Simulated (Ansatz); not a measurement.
Start from LiH in the rock salt structure (space group Fm-3m, No. 225; a = 4.0054 Å). Axes: x, y, z lie along the cube axes.

Structures relaxed with r2SCAN (Ansatz, a first-principles code), no spin-orbit coupling.

Base:

Simulated powder pattern, Cu Kα1, λ = 1.54056 Å (kinematic, ideal powder, no thermal factors, no anomalous dispersion; the 8 strongest lines at most, above 2 %, up to 2θ = 90°):

| 2θ (°) | I/Imax (%) | hkl |
|---|---|---|
| 38.91 | 61 | (111) |
| 45.24 | 100 | (200) |
| 65.90 | 53 | (220) |
| 79.26 | 32 | (311) |
| 83.55 | 16 | (222) |

Perturbation: biaxial strain +1.80 %, plane normal [001], relaxed out of plane (Cartesian); in-plane vectors clamped, the third vector and the atoms free.

After the change:

Simulated powder pattern, Cu Kα1, λ = 1.54056 Å (kinematic, ideal powder, no thermal factors, no anomalous dispersion; the 8 strongest lines at most, above 2 %, up to 2θ = 90°):

```json
[
 {"2θ (°)": "38.51", "I/Imax (%)": "88", "hkl": "(111)"},
 {"2θ (°)": "44.40", "I/Imax (%)": "100", "hkl": "(200)"},
 {"2θ (°)": "45.51", "I/Imax (%)": "46", "hkl": "(002)"},
 {"2θ (°)": "64.59", "I/Imax (%)": "27", "hkl": "(220)"},
 {"2θ (°)": "65.46", "I/Imax (%)": "51", "hkl": "(202)"},
 {"2θ (°)": "77.79", "I/Imax (%)": "32", "hkl": "(311)"},
 {"2θ (°)": "79.39", "I/Imax (%)": "15", "hkl": "(113)"},
 {"2θ (°)": "82.54", "I/Imax (%)": "23", "hkl": "(222)"}
]
```

The indices refer to the base's conventional cell; one index is shown for lines that coincide. The space group is now I4/mmm (No. 139).

Whether these cells are dynamically stable was not tested.
